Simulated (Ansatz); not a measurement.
# Si (model structure, started from the C4 type, I4₁32, No. 214, 4 atoms in the cell)

The numbers are results of PBEsol in Ansatz (PAW), not measurements.

Numerical settings: plane-wave cutoff 520 eV, 14×14×14 k mesh, Fermi–Dirac smearing 0.05 eV, scalar-relativistic PAW data made under PBE.

Cell (relaxed at this level):

Space group I4₁32 (No. 214); a = b = c = 6.3940 Å, α = β = γ = 90.00°

```csv
atom,site,symmetry,x,y,z
Si,8a,.32,0.1250,0.1250,0.1250
```
(The calculation used a cell of 4 atoms; values per cell refer to that cell.)

For Si (model structure, started from the C4 type, I4₁32, No. 214, 4 atoms in the cell), the band gap is none and the bulk modulus is 46.4 GPa.

Note: the bulk modulus is −V dP/dV from two relaxed cells at ±2 % in volume; the relaxation could raise the start's symmetry but not lower it, so the cell can be a saddle point.

Computed values are for the static lattice.

The result took about 2.0 core-minutes (a rough figure).

A model structure was made by putting elements into a prototype or built by hand; it is no filed structure, need not be a known phase, and can be a saddle point held by its symmetry.

Ansatz is an electronic-structure program.
